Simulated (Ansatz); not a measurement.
Si (R-3m): band-edge transport data

Given:

```xyz
2
Lattice="0.1154 2.8075 2.8075 2.8075 0.1154 2.8075 2.8075 2.8075 0.1154" Properties=species:S:1:pos:R:3 pbc="T T T"
Si     0.0128     0.0128     0.0128
Si     1.4198     1.4198     1.4198
```

Calculation: r2SCAN with spin-orbit coupling, rigid bands (plane waves, PAW; Ansatz, a first-principles code). Condition of this run: uniaxial stress along [111] of -9 GPa (compression positive) (the target of the relaxation). Cell: cell and atoms relaxed with PBEsol, then loaded as said.

```
Quantity                                                                                                                                                      Result
---------------------------------------------------------------------------------------------------------------------------------------  ---------------------------
band gap                                                                                                                                                     0.46 eV
electron conductivity mass (300 K, dilute)                                                                                                                   0.38 mₑ
hole conductivity mass (300 K, dilute)                                                                                                                       0.48 mₑ
effective density of states N_c (300 K)                                                                                                                  5.2e19 cm⁻³
effective density of states N_v (300 K)                                                                                                                  1.0e19 cm⁻³
density-of-states mass, electrons                                                                                                                            1.62 mₑ
density-of-states mass, holes                                                                                                                                0.56 mₑ
Seebeck coefficient, n-type 1e19 cm⁻³, 300 K                                                                                                               -341 μV/K
best n-type power factor at 300 K for τ = 10 fs (best axis; densities from 1e16 to 1e21 cm⁻³ tried, whether or not they can be reached)   21 μW/(cm·K²) at 1e20 cm⁻³
Seebeck coefficient, p-type 1e19 cm⁻³, 300 K                                                                                                                263 μV/K
best p-type power factor at 300 K for τ = 10 fs (best axis; densities from 1e16 to 1e21 cm⁻³ tried, whether or not they can be reached)  8.8 μW/(cm·K²) at 1e20 cm⁻³
```

Rigid bands; masses and Seebeck coefficients take one relaxation time τ for all states and one kind of carrier; polarons and phonon drag are left out. Geometry: cell and atoms relaxed with PBEsol.
